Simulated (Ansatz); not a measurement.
## Point defects in AlAs

The reference is a 16-atom supercell of AlAs in the zinc blende structure (space group F-43m, No. 216; a = 5.7284 Å) at its relaxed geometry.

One neutral defect a cell, atoms relaxed at fixed cell.

Level of theory: PBE (Ansatz, an electronic-structure program, PAW, scalar-relativistic without spin-orbit coupling).

```tsv
variant	largest displacement of a host atom from its site in the perfect cell	pressure
perfect supercell	–	0.0 GPa
Nb on a Al site	0.06 Å	1.5 GPa
As vacancy, symmetric start	0.09 Å	-1.6 GPa
Mg on a Al site	0.07 Å	1.3 GPa
Al on a As site (antisite)	0.07 Å	1.5 GPa
```

The magnetic state is the one reached from the starting moments; the real material's order can differ, and small cells can't hold many antiferromagnetic ones. The cell is small, so the values are those of an ordered compound at a high defect concentration; dilute-limit values will differ. The mesh was chosen for an insulator and is coarse for the gapless case. Defects with a symmetric start kept the site's symmetry and may sit on a saddle; the others started slightly shaken. Seeded moments were not kept for As vacancy and Mg on a Al site.
